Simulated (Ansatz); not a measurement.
Base system: TiAl3 (space group I4/mmm, No. 139; a = 3.816 Å, c = 8.551 Å). Axes: x, y, z lie along a, b, c of the conventional cell.

Calculations: PBEsol (Ansatz, a program for electronic structure, PAW, without spin-orbit coupling).

Strains are applied to the cell and any free atomic positions relax; under biaxial strain the out-of-plane vector relaxes too.

One change was made to it. Results:

The pressure (mean of the normal stresses, compression positive) goes from zero to -3.1 GPa; the energy goes up by 4.6 meV/atom.

### Question
Which change produced these results?
(A) biaxial strain +4.61 %, plane normal [001], relaxed out of plane
(B) biaxial strain +3.50 %, plane normal [001], relaxed out of plane
(C) biaxial strain −4.93 %, plane normal [001], relaxed out of plane
(D) isotropic strain +0.99 %

### Answer
D, isotropic strain +0.99 %. For comparison, the energy relative to the base in the other runs: biaxial strain +3.50 %, plane normal [001], relaxed out of plane gives +29 meV/atom; biaxial strain −4.93 %, plane normal [001], relaxed out of plane gives +75 meV/atom; biaxial strain +4.61 %, plane normal [001], relaxed out of plane gives +49 meV/atom.

Without a gap, meshes like the base's 17×17×17 leave anisotropic stresses uncertain by several tenths of a GPa, and small strain energies with them. No phonon test of stability was made. All final runs are without spin polarisation.
